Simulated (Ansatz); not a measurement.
# Cu3Au: pressure series

Start from Cu₃Au in the Cu3Au type structure (space group Pm-3m, No. 221; a = 3.713 Å).

Cell and atoms are relaxed at each pressure.

The values are results of PBEsol (Ansatz, a first-principles code, PAW, no spin-orbit coupling), not measurements.

```json
[
 {"P (GPa)": "-2.00", "V (Å³/atom)": "12.958"},
 {"P (GPa)": "-1.00", "V (Å³/atom)": "12.879"},
 {"P (GPa)": "3.00", "V (Å³/atom)": "12.587"},
 {"P (GPa)": "7.00", "V (Å³/atom)": "12.332"},
 {"P (GPa)": "15.00", "V (Å³/atom)": "11.900"},
 {"P (GPa)": "30.00", "V (Å³/atom)": "11.276"},
 {"P (GPa)": "50.00", "V (Å³/atom)": "10.661"},
 {"P (GPa)": "75.00", "V (Å³/atom)": "10.088"},
 {"P (GPa)": "100.00", "V (Å³/atom)": "9.644"}
]
```

A third-order Birch–Murnaghan fit to these points gives V₀ = 12.80 Å³/atom, B₀ = 171 GPa and B₀′ = 5.1. At pressure 100 GPa the volume is 75.3 % of V₀.

Load acts through the strain it causes; cell and atoms are relaxed under it. No phonon test of stability was made. No other phases were tried under pressure. The final runs are not spin-polarised.
